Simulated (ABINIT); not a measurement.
Band structure of Pt₃Ti (Pm-3m, 4 atoms in the cell).

```yaml
crystal:
  lattice:
    - [3.92000, 0.00000, 0.00000]
    - [0.00000, 3.92000, 0.00000]
    - [0.00000, 0.00000, 3.92000]
  atoms:
    - { symbol: Ti, position: [0.00000, 0.00000, 0.00000] }
    - { symbol: Pt, position: [0.00000, 0.50000, 0.50000] }
    - { symbol: Pt, position: [0.50000, 0.00000, 0.50000] }
    - { symbol: Pt, position: [0.50000, 0.50000, 0.00000] }
```

Method: PBE, norm-conserving pseudopotentials (PseudoDojo nc-sr-05 PBE standard) (plane waves; ABINIT).

Settings: pseudos = [Ti.upf, Pt.upf]; ecut = 84 Ry; ixc = 11; occopt = 3; tsmear = 0.1 eV; ngkpt = 6 6 6; nshiftk = 1; shiftk = 0 0 0; potentials = PseudoDojo nc-sr-05 PBE standard; kptopt = 1; nstep = 100; tolvrs1 = 1e-12; ndtset = 2.

The starting cell has typed, rounded lattice constants, without a prior relaxation at this level. Spin-orbit coupling is off. Spin polarisation is off.

Levels in eV from the Fermi level, bands 30 to 37:
```json
[
 {"point": "Γ", "30": "0.05", "31": "0.05", "32": "0.05", "33": "1.42", "34": "1.42", "35": "1.61", "36": "1.61", "37": "1.61"},
 {"point": "X", "30": "-2.59", "31": "-2.53", "32": "-1.33", "33": "-0.14", "34": "-0.14", "35": "0.05", "36": "0.52", "37": "0.81"},
 {"point": "M", "30": "-3.03", "31": "-2.35", "32": "-2.23", "33": "-2.19", "34": "0.27", "35": "0.27", "36": "0.43", "37": "1.48"},
 {"point": "R", "30": "-0.63", "31": "-0.63", "32": "-0.63", "33": "-0.43", "34": "-0.43", "35": "-0.43", "36": "1.22", "37": "1.22"}
]
```

Bands cross the Fermi level along this path, so the cell is metallic at this level.
